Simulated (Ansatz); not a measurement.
The parent structure is MgS in the rock salt structure (space group Fm-3m, No. 225).

```yaml
crystal:
  lattice:
    - [0.00000, 2.59098, 2.59098]
    - [2.59098, 0.00000, 2.59098]
    - [2.59098, 2.59098, 0.00000]
  atoms:
    - { symbol: S, position: [0.00000, 0.00000, 0.00000] }
    - { symbol: Mg, position: [0.50000, 0.50000, 0.50000] }
```

Level of theory: PBEsol/PAW in Ansatz (an electronic-structure program), scalar-relativistic without spin-orbit coupling.

One change was made to it. Results:

```json
[
 {"quantity": "band gap", "base": "2.73 eV", "after": "1.78 eV"},
 {"quantity": "density", "base": "2.69 g/cm³", "after": "4.24 g/cm³"}
]
```

Task: Which change produced these results?
A) S → Mo
B) S → Se
C) S → Cl

Result: B, S → Se. For comparison, the band gap in the other runs: S → Cl gives zero; S → Mo gives zero.

No phonon test of stability was made. As relaxed here, MgCl and MgMo are hypothetical phases, not in the database extracts checked. All final runs are without spin polarisation. An odd electron count without spin: MgCl. MgMo has a high density of states at the Fermi level and may be magnetic at this level.
